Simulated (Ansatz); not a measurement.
The reference is SnTe in the rock salt structure (space group Fm-3m, No. 225; a = 6.371 Å).

Calculations: Ansatz (an electronic-structure program), r2SCAN, PAW, cutoff 500 eV, scalar-relativistic without spin-orbit coupling, earlier PAW set.

Before the change:

- Gap character: direct at L
- Gap between the host's bands: 0.13 eV

Modification: 0.0647 electrons added to each cell, a density of 1.0×10^21 cm⁻³, with a uniform compensating background at fixed cell and a 300 K Fermi–Dirac width.

**Question.** What does the calculation give for the gap character after the change?

**Answer.** The gap character remains direct at L.

**Question.** How does this affect the Fermi level from band edge?

**Answer.** The Fermi level relative to the doped band's edge (positive inside the band; to 0.05 eV) amounts to +0.25 eV.

**Question.** How does this affect the gap between the host's bands?

**Answer.** The gap between the host's bands drops by 0.01 eV to 0.12 eV.

Carriers are added with a uniform compensating background; total energy and stress of such cells depend on the potential's zero and are not compared; many-body gap narrowing is missing at this level. Spin-orbit coupling, missing from the scalar runs, can matter with Te. No phonon test of stability was made. A zero or small gap of SnTe can be the functional's error rather than a property of the material.
